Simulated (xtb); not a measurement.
xtb 6.7.1, GFN1-xTB: Sn(Cl)(Br)(OMe)2 (C[O][Sn]([Cl])([Br])[O]C), 13 atoms. The geometry is a generated start, not checked to be a minimum at this level.

```json
{
  "method": "GFN1-xTB",
  "--acc": "1 (default)",
  "--etemp (K)": "300 (default)",
  "detailed input (--input)": "none: ANC optimiser, Lindh (1995) Hessian, microcycle=20, maxdispl=1.0, hlow=0.01 (default)",
  "basis_functions": "58",
  "valence_electrons": "44"
}
```

```xyz
13

C     -2.4795     0.0905     0.7660
O     -1.7525    -1.0489     0.4177
Sn     0.0511    -1.0546    -0.5422
Cl     0.4511    -3.2796    -0.9285
Br    -0.1820     0.2893    -2.6549
O      1.6376    -0.2349     0.4934
C      2.4214     0.8221     0.0344
H     -3.4664    -0.2832     1.0634
H     -2.6218     0.7743    -0.0781
H     -2.0353     0.6287     1.6103
H      1.9040     1.7826     0.0945
H      2.7887     0.6719    -0.9846
H      3.2835     0.8418     0.7087
```

The structure is relaxed from this start with --opt LEVEL for the levels crude, sloppy, loose, lax, normal, tight, vtight, extreme, once each. Up to the end of the extreme run atoms move by at most 1.00 Å along an axis.

Q: Which level is enough to come within 1 meV of the tightest end point?

A: tight: 47 cycles against 60, ending 0.28 meV above.

```csv
level,cycles,energy above the extreme run (meV),gradient norm (eV/Å)
crude,6,30,0.13
sloppy,7,29,0.12
loose,15,14,0.16
lax,19,11,0.093
normal,36,2.1,0.041
tight,47,0.28,0.036
vtight,57,under 0.01,0.0042
extreme,60,—,0.00097
```
